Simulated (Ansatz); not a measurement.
We consider SnO2 (P4₂/mnm, No. 136, 6 atoms in the cell; start mp-550172), described by LDA in Ansatz (PAW).

Settings: plane-wave cutoff 520 eV, 8×8×10 k mesh (along the axes of the cell as run), Fermi–Dirac smearing 0.01 eV, scalar-relativistic PAW data made under PBE.

Cell (relaxed at this level):

```
CELL_PARAMETERS angstrom
      4.72282     0.00000     0.00000
      0.00000     4.72260     0.00000
      0.00000     0.00000     3.19038
ATOMIC_POSITIONS crystal
  Sn 0.50000 0.50000 0.50000
  Sn 0.00000 0.00000 0.00000
  O  0.30605 0.30611 0.00000
  O  0.69395 0.69389 0.00000
  O  0.80605 0.19389 0.50000
  O  0.19395 0.80611 0.50000
```

Task: Give the computed band gap.

Result: 
- band gap: 1.16 eV

Spin–orbit coupling is not included.

Computed values are for the static lattice.

The result took about 24 core-seconds (a rough figure).

A start named mp-… is a Materials Project structure, which need not be a measured phase.

Ansatz is a program for electronic structure.
